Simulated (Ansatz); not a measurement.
Structure of amorphous Hf₁₈O₃₉La₂ (periodic cell):

```yaml
crystal:
  lattice:
    - [9.14876, -0.05900, 0.01866]
    - [-0.05900, 8.98545, 0.03108]
    - [0.01866, 0.03108, 9.49711]
  atoms:
    - { symbol: Hf, position: [0.40098, 0.81083, 0.45191] }
    - { symbol: Hf, position: [0.02261, 0.14073, 0.93892] }
    - { symbol: Hf, position: [0.39682, 0.31702, 0.99376] }
    - { symbol: Hf, position: [0.66408, 0.60627, 0.55391] }
    - { symbol: Hf, position: [0.66236, 0.26862, 0.76555] }
    - { symbol: Hf, position: [0.83250, 0.45056, 0.00062] }
    - { symbol: Hf, position: [0.57619, 0.73402, 0.15860] }
    - { symbol: Hf, position: [0.16405, 0.05607, 0.54532] }
    - { symbol: Hf, position: [0.03597, 0.65336, 0.40676] }
    - { symbol: Hf, position: [0.97599, 0.75976, 0.77217] }
    - { symbol: Hf, position: [0.00668, 0.36105, 0.60455] }
    - { symbol: Hf, position: [0.95808, 0.25622, 0.27070] }
    - { symbol: Hf, position: [0.93749, 0.81664, 0.12129] }
    - { symbol: Hf, position: [0.27746, 0.56578, 0.68858] }
    - { symbol: Hf, position: [0.22261, 0.64033, 0.02083] }
    - { symbol: Hf, position: [0.66765, 0.13651, 0.13099] }
    - { symbol: Hf, position: [0.26021, 0.02102, 0.19526] }
    - { symbol: Hf, position: [0.80581, 0.97931, 0.48871] }
    - { symbol: O, position: [0.84934, 0.52860, 0.48042] }
    - { symbol: O, position: [0.20974, 0.74046, 0.80955] }
    - { symbol: O, position: [0.60654, 0.40719, 0.94565] }
    - { symbol: O, position: [0.46075, 0.19761, 0.17702] }
    - { symbol: O, position: [0.05740, 0.58651, 0.63827] }
    - { symbol: O, position: [0.76169, 0.71733, 0.72366] }
    - { symbol: O, position: [0.88816, 0.81768, 0.33909] }
    - { symbol: O, position: [0.23727, 0.15101, 0.01098] }
    - { symbol: O, position: [0.54129, 0.62560, 0.35737] }
    - { symbol: O, position: [0.79624, 0.18713, 0.95545] }
    - { symbol: O, position: [0.26396, 0.62764, 0.46224] }
    - { symbol: O, position: [0.27894, 0.45955, 0.87557] }
    - { symbol: O, position: [0.99029, 0.62528, 0.94868] }
    - { symbol: O, position: [0.19182, 0.89076, 0.38741] }
    - { symbol: O, position: [0.62642, 0.85025, 0.50502] }
    - { symbol: O, position: [0.77203, 0.34155, 0.18962] }
    - { symbol: O, position: [0.99840, 0.89846, 0.59488] }
    - { symbol: O, position: [0.46054, 0.68424, 0.64699] }
    - { symbol: O, position: [0.75348, 0.10595, 0.32314] }
    - { symbol: O, position: [0.71223, 0.08044, 0.66458] }
    - { symbol: O, position: [0.07360, 0.16386, 0.73362] }
    - { symbol: O, position: [0.21904, 0.16855, 0.35597] }
    - { symbol: O, position: [0.00712, 0.05733, 0.16727] }
    - { symbol: O, position: [0.70329, 0.91543, 0.09978] }
    - { symbol: O, position: [0.44560, 0.73091, 0.99591] }
    - { symbol: O, position: [0.95938, 0.17337, 0.48336] }
    - { symbol: O, position: [0.35912, 0.97531, 0.60327] }
    - { symbol: O, position: [0.07009, 0.41913, 0.37920] }
    - { symbol: O, position: [0.44436, 0.89770, 0.25386] }
    - { symbol: O, position: [0.23220, 0.35422, 0.60023] }
    - { symbol: O, position: [0.01813, 0.33838, 0.06392] }
    - { symbol: O, position: [0.50701, 0.14523, 0.87714] }
    - { symbol: O, position: [0.06937, 0.64142, 0.20125] }
    - { symbol: O, position: [0.17571, 0.85343, 0.08055] }
    - { symbol: O, position: [0.86005, 0.38882, 0.77284] }
    - { symbol: O, position: [0.34021, 0.48266, 0.14029] }
    - { symbol: O, position: [0.94803, 0.92339, 0.91603] }
    - { symbol: O, position: [0.57677, 0.40479, 0.61367] }
    - { symbol: O, position: [0.76733, 0.64045, 0.10414] }
    - { symbol: La, position: [0.35839, 0.39290, 0.37053] }
    - { symbol: La, position: [0.53948, 0.89579, 0.78287] }
```

Methods: PBE, scalar-relativistic without spin-orbit coupling (Ansatz, a quantum-chemistry and plane-wave program); r2SCAN, scalar-relativistic without spin-orbit coupling (Ansatz); HSE06, scalar-relativistic without spin-orbit coupling (Ansatz). Neutral PBE cell, which sets geometry, pressure and energy: sampling: a 2×2×2 Γ-centred mesh; Fermi-Dirac width 0.02 eV; no spin polarisation. Exact exchange is cut at the faces of this 9 Å cell, which leaves hybrid gaps a finite-size error.

It comes from a melt-quench run on a machine-learned potential (CHGNet), relaxed afterwards by DFT. O atoms were pushed apart under 1.9 Å during the dynamics, to hinder bonds among them. The hot cell started wider than the set density and was brought back towards it in steps. It is the lowest in DFT energy of 2 quenches. It is a model cell: composition and starting density were chosen by hand, and all elements were melted together. No dispersion term was used. Its density started from a set value of 8.75 and ended at 8.75 g/cm³. The simulated quench (nominally 300 K/ps over its main leg) is rapid and tends to freeze in more defects than a deposited or slowly cooled glass has. Values belong to this one cell and scatter from quench to quench. The volume was held where the preparation left it and the shape relaxed.

Question: Give the pressure, the energy against reference phases and the spacing of the highest filled and lowest empty levels.

Answer: 
```yaml
Pressure on a 2×2×2 Γ-centred mesh: 0.06 GPa
Largest force and stress component on that mesh (the relaxation ran on the zone centre alone): 0.13 eV/Å and 0.2 GPa
Energy relative to HfO2 (P2_1/c) + hexagonal La2O3 (lowest mix at this level among the phases computed, not always the ambient ones): 124 meV/atom
Level gap on a 2×2×2 Γ-centred mesh (PBE): 3.80 eV
Level gap at the zone centre (PBE): 3.86 eV
Level gap at the zone centre (r2SCAN): 4.34 eV
Level gap at the zone centre (HSE06): 5.46 eV
Distance between the nearest levels spread over more than a fifth of the atoms or a third of the atoms of their main element (six at least) (PBE, zone centre): 4.23 eV
```

Question: At PBE and the zone centre, how localised are the states just below and above the Fermi level (participation number: the atoms over which a state spreads)?

Answer: The highest filled state is spread over 5.7 atoms' worth, largest on O51, with weights by element (charge in smoothed Voronoi cells) O 0.95, Hf 0.05, La 0.01. The lowest empty state is spread over 14.8 atoms' worth, largest on Hf11, with weights by element (charge in smoothed Voronoi cells) Hf 0.52, O 0.39, La 0.09.

At PBE the levels at the filled edge of the gap are localised (band-tail or defect states), and the nearest spread-out levels lie 4.2 eV apart at the zone centre.

Bonds are counted up to Hf-Hf 3.34 Å, Hf-O 2.92 Å, Hf-La 3.65 Å, O-O 1.58 Å, O-La 3.00 Å, La-La 3.96 Å. Two cations that share two anions don't count as bonded, nor two that share one unless they lie closer than Hf-Hf 3.25 Å, Hf-La 3.55 Å, La-La 3.85 Å.

Added carriers, by PBE, scalar-relativistic without spin-orbit coupling (Ansatz) on the zone centre alone. Charged cells keep the cell fixed and stand in a uniform background, with no image correction, at a width of 0.01 eV; where the count is odd the moment is locked at 1 μB, unless the neutral cell bore moments. Each starts from the undistorted neutral geometry alone. PBE's self-interaction favours spread-out carriers, so it can miss traps that a hybrid finds.

Question: What happens at PBE when the cell takes an extra electron and the atoms relax?

Answer: Relaxation lowers the charged cell by 0.24 eV. The largest moves are Hf8 0.18 Å, O48 0.16 Å, O44 0.13 Å, O19 0.13 Å. The level that holds the added charge spreads over 8.6 atoms' worth, most on Hf11 (weight 0.30): a partly localised carrier. No bond crosses its cut-off with a change of over 0.15 Å (metal-metal contacts aside). Made neutral again at that geometry, the cell lies +0.44 eV from the neutral start.

Question: What happens at PBE when the cell takes a hole and the atoms relax?

Answer: Relaxation lowers the charged cell by 0.41 eV. The largest moves are O52 0.19 Å, O51 0.15 Å, O46 0.14 Å, O26 0.11 Å. The level that was emptied spreads over 3.5 atoms' worth, most on O51 (weight 0.40): a localised (trapped) carrier, which neighbours of that atom can share. No bond crosses its cut-off with a change of over 0.15 Å (metal-metal contacts aside). Made neutral again at that geometry, the cell lies +0.89 eV from the neutral start.
